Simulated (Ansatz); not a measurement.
## MoS2: strain along the normal

MoS2 (2H layered, P6_3/mmc, 17.307 Å³/atom and stress up to 0.01 GPa in the relaxed cell, c along z) under an equal strain ε in the (0001) plane with the normal axis free, as in a coherent film. PBE-D3(BJ) in Ansatz, a plane-wave DFT program (PAW, default set), 420 eV, 12×12×3 Γ-centred mesh, Fermi-Dirac smearing 0.05 eV; ions are relaxed, or left where forces stay under 0.02 eV/Å, within the symmetry of each cell.

Here s stands for strain and y for normal strain.

| strain (%) | normal strain (%) |
|---|---|
| -3.00 | ? |
| -1.20 | 0.40 |
| -0.60 | 0.20 |
| 0.00 | 0.00 |
| 0.60 | -0.20 |
| 1.20 | -0.40 |

### Question
Using a straight line, estimate the missing y at s = -3.00 from the other rows, showing the fit.

### Answer
Means: s 0, y 0.000. About the means, the sum of products is -1.2000 and the sum of squares of s is 3.6000; the slope is their ratio. Least squares gives y = 0.000 - 0.3333·s. Residuals (row less fit): 0.000, 0.000, 0.000, 0.000, 0.000; standard error 0.000 (degrees of freedom: 3). The slope, -0.333 ± 0.001, is the elastic response of the normal axis, −2C13/C33. At the withheld row, y = 0.000 - 0.3333 × (-3.0) = 1.000%. The calculation gives 1.06%, 0.060% above the prediction (4.1 % of the range of y in the table). The row lies outside the fitted rows, so this is an extrapolation. The scatter of the fitted rows lies at the last printed digit.

A polynomial of degree 2 through the 10 other runs of the series gives 1.05 there, so most of the miss is curvature that the fit leaves out. Rows are the converged runs of the series near zero and its far end; series whose fitted rows scatter by over a few per cent of the range, as at a crossing or softening among them, aren't shown in this form, nor equations of state whose B0' disagrees with the runs' pressures. Most that stay on the fit to the last digits aren't either.
